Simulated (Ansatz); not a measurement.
Base system: BN in the zinc blende structure (space group F-43m, No. 216; a = 3.605 Å). Axes: x, y, z lie along the cube axes.

Perturbation: biaxial strain +1.78 %, plane normal [001], relaxed out of plane (Cartesian); in-plane vectors clamped, the third vector and the atoms free.

Levels (all Ansatz, a program for electronic structure, PAW, earlier PAW set): PBEsol (420 eV, no spin-orbit coupling); PBEsol+SOC (420 eV, with spin-orbit coupling).

The geometry is relaxed with PBEsol.

| Quantity | Value |
|---|---|
| PBEsol valence-band top at Γ | 0.00, -0.24, -0.24 eV |
| PBEsol gap character | indirect, Γ → M |
| PBEsol width of the top valence band | 6.63 eV |
| PBEsol pressure | -9.91 GPa |

Q: Predict the valence-band top at Γ, gap character, width of the top valence band and pressure from PBEsol+SOC.

A: The valence-band top at Γ (three highest Kramers pairs, from the VBM) goes from 0.00, -0.24, -0.24 eV to 0.00, -0.24, -0.25 eV; the gap character stays indirect, Γ → M; the width of the top valence band remains 6.63 eV; the pressure stays -9.91 GPa.

Single points use the geometry relaxed with PBEsol. The spin-orbit shifts are approximate. Whether these cells are dynamically stable was not tested. k-point labels follow each cell's own Brillouin zone.
